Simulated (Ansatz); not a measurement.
Starting structure for the (100) surface of rock-salt TiN, S on all N sites of the top plane (bottom of the slab: a bare face, its two planes held).

```yaml
crystal:
  lattice:
    - [3.00301, 0.00000, 0.00000]
    - [0.00000, 3.00301, 0.00000]
    - [0.00000, 0.00000, 27.00000]
  atoms:
    - { symbol: N, position: [0.00000, 0.00000, 0.29961] }
    - { symbol: Ti, position: [0.50000, 0.50000, 0.29961] }
    - { symbol: N, position: [0.50000, 0.50000, 0.37825] }
    - { symbol: Ti, position: [0.00000, 0.00000, 0.37825] }
    - { symbol: N, position: [0.00000, 0.00000, 0.45690] }
    - { symbol: Ti, position: [0.50000, 0.50000, 0.45690] }
    - { symbol: N, position: [0.50000, 0.50000, 0.53555] }
    - { symbol: Ti, position: [0.00000, 0.00000, 0.53555] }
    - { symbol: N, position: [0.00000, 0.00000, 0.61419] }
    - { symbol: Ti, position: [0.50000, 0.50000, 0.61419] }
    - { symbol: S, position: [0.50000, 0.50000, 0.70039] }
    - { symbol: Ti, position: [0.00000, 0.00000, 0.70039] }
```

The numbers are results of PBE (plane waves to 420 eV, PAW; Ansatz, a program for electronic structure), not measurements.

Set-up: 12 atoms, 10.8 Å thick at the start with caps and adatoms (thin: gaps and levels are the slab's own); mesh 12x12x1; 0.1 eV smearing; dipole correction on; 4 atoms held, the rest relaxed; start symmetry kept, larger cells not searched; no spin, no spin-orbit, no U. Held atoms (counted from 1): 1, 2, 3, 4.

Q: Which atoms move most when this structure relaxes, how far, and what energy is gained?

A: the energy falls by 2.64 eV; 1 S–Ti bonds broke. In PBE it is, or lies within 0.01 eV a 1x1 cell of, the lowest of the 2 structures of its composition computed so far; subsurface sites and larger cells were not tried. Moves over a fifth of the largest (Å, atoms counted from 1):

```json
[
 {"atom": "S11", "Δx": "0.00", "Δy": "0.00", "Δz": "0.78"},
 {"atom": "Ti12", "Δx": "0.00", "Δy": "0.00", "Δz": "-0.30"}
]
```

Path of the relaxation:

```json
[
 {"step": "1", "E − E_final (eV)": "2.636", "largest force component (eV/Å)": "2.757"},
 {"step": "2", "E − E_final (eV)": "1.928", "largest force component (eV/Å)": "3.583"},
 {"step": "3", "E − E_final (eV)": "0.687", "largest force component (eV/Å)": "2.656"},
 {"step": "4", "E − E_final (eV)": "0.164", "largest force component (eV/Å)": "0.886"},
 {"step": "6", "E − E_final (eV)": "0.002", "largest force component (eV/Å)": "0.133"},
 {"step": "7", "E − E_final (eV)": "0.000", "largest force component (eV/Å)": "0.060"},
 {"step": "8", "E − E_final (eV)": "0.000", "largest force component (eV/Å)": "0.029"},
 {"step": "9", "E − E_final (eV)": "0.000", "largest force component (eV/Å)": "0.007"}
]
```
